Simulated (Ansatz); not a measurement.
The reference is GaSb in the zinc blende structure (space group F-43m, No. 216; a = 6.049 Å). Axes: x, y, z lie along the cube axes.

Structures relaxed with Ansatz (a program for electronic structure), LDA, PAW, cutoff 420 eV, without spin-orbit coupling.

Base:

Simulated powder pattern, Cu Kα1, λ = 1.54056 Å (kinematic, ideal powder, no thermal factors, no anomalous dispersion; the 8 strongest lines at most, above 2 %, up to 2θ = 90°):

```json
[
 {"2θ (°)": "25.48", "I/Imax (%)": "100", "hkl": "(111)"},
 {"2θ (°)": "29.51", "I/Imax (%)": "5.8", "hkl": "(200)"},
 {"2θ (°)": "42.22", "I/Imax (%)": "73", "hkl": "(220)"},
 {"2θ (°)": "49.97", "I/Imax (%)": "47", "hkl": "(311)"},
 {"2θ (°)": "61.24", "I/Imax (%)": "12", "hkl": "(400)"},
 {"2θ (°)": "67.43", "I/Imax (%)": "19", "hkl": "(331)"},
 {"2θ (°)": "77.20", "I/Imax (%)": "24", "hkl": "(422)"},
 {"2θ (°)": "82.86", "I/Imax (%)": "14", "hkl": "(511)"}
]
```

After one change:

Simulated powder pattern, Cu Kα1, λ = 1.54056 Å (kinematic, ideal powder, no thermal factors, no anomalous dispersion; the 8 strongest lines at most, above 2 %, up to 2θ = 90°):

```json
[
 {"2θ (°)": "25.69", "I/Imax (%)": "100"},
 {"2θ (°)": "42.29", "I/Imax (%)": "49"},
 {"2θ (°)": "43.13", "I/Imax (%)": "23"},
 {"2θ (°)": "49.39", "I/Imax (%)": "17"},
 {"2θ (°)": "50.88", "I/Imax (%)": "30"},
 {"2θ (°)": "67.62", "I/Imax (%)": "13"},
 {"2θ (°)": "76.74", "I/Imax (%)": "8.2"},
 {"2θ (°)": "78.49", "I/Imax (%)": "15"}
]
```

Which of these changes matches the shifts?
A. biaxial strain −1.50 %, plane normal [001], relaxed out of plane
B. biaxial strain −1.00 %, plane normal [001], relaxed out of plane
C. biaxial strain −2.00 %, plane normal [001], relaxed out of plane
D. biaxial strain −3.00 %, plane normal [001], relaxed out of plane

C, biaxial strain −2.00 %, plane normal [001], relaxed out of plane. Its volume per atom is 27.05 Å³ against 27.66 Å³, and its space group is I-4m2 (No. 119).

No phonon test of stability was made.
